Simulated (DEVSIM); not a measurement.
Device: Schottky contact on n-type ZnO, at 300 K.

Layer 1 from the left is ZnO, thickness (μm) 0.690, Nd (cm⁻³) 2.7e15, τn (s) 5.1e-8, τp (s) 5.1e-8.

Left contact: Schottky, work function 5.79 eV, emission velocity 3.9e6 cm/s. Right contact: ohmic. Voltage is applied to the left contact. Recombination: SRH at mid-gap, radiative, Auger. Mobility is μmin + (μ − μmin)/(1 + (N/Nref)^α).

Constants are typed, rounded textbook-type inputs, not results; the design itself was drawn at random and stands for no fabricated device. Values at 300 K.

ZnO: gap (eV) 3.37, affinity (eV) 4.5, permittivity 8.7, Nc (cm⁻³) 3.7e18, Nv (cm⁻³) 1.8e19, μn (cm²/Vs) 200, μp (cm²/Vs) 20, μn,min 20, μp,min 2, Nref,n 1e18, Nref,p 1e18, αn 0.6, αp 0.6, B (cm³/s) 1e-10, Cn (cm⁶/s) 1e-31, Cp (cm⁶/s) 1e-31.

DEVSIM, 1D drift-diffusion, Boltzmann statistics, complete ionisation; no tunnelling, impact ionisation, image-force lowering or self-heating. Metal contacts follow the ideal Schottky-Mott rule: no Fermi-level pinning, no interface dipoles.

Dark forward current:

```tsv
|V| (V)	|J| (A/cm²)
0.20	6.854e-13
0.25	4.686e-12
0.30	3.200e-11
0.35	2.182e-10
0.40	1.486e-9
0.45	1.011e-8
0.50	6.858e-8
0.55	4.643e-7
0.60	3.134e-6
0.65	2.108e-5
0.70	0.0001411
0.75	0.0009378
0.80	0.006175
0.85	0.04004
0.90	0.2524
0.95	1.485
1.00	7.273
1.05	24.74
1.10	56.72
1.15	99.39
1.20	148.6
1.25	201.7
1.30	257.3
1.35	314.4
1.40	372.7
1.45	431.7
```

### Question
Work out the local ideality factor n = ΔV / (kT/q · ln(J2/J1)) between the rows 0.20 and 0.25 V, 1.40 and 1.45 V.

### Answer
kT/q = 25.85 mV. From 0.20 to 0.25 V: ln(4.686e-12/6.854e-13) = 1.922, n = 1.01, near the 1 of diffusion or emission over a barrier. From 1.40 to 1.45 V: ln(431.7/372.7) = 0.147, n = 13.16; the layers' resistance at their doping, Σ W/(qμN) = 0.00082 Ω cm², would take 48 mV of this step of 50 mV.

### Question
Estimate the current at 0.55 V for emission alone, J0 = q v N_band exp(−φB/kT), and read the barrier back from the simulated current.

### Answer
φB = 1.290 eV, N_band = 3.70e18 cm⁻³, J0 = 4.91e-16 A/cm²; J = J0 (exp(qV/kT) − 1) = 8.54e-7 A/cm². The simulation gives 4.64e-7 A/cm²; the estimate lies 84 % above. Read backwards, the simulated current gives an apparent barrier of 1.306 eV. The estimate leaves out transport through the depletion region and minority injection.
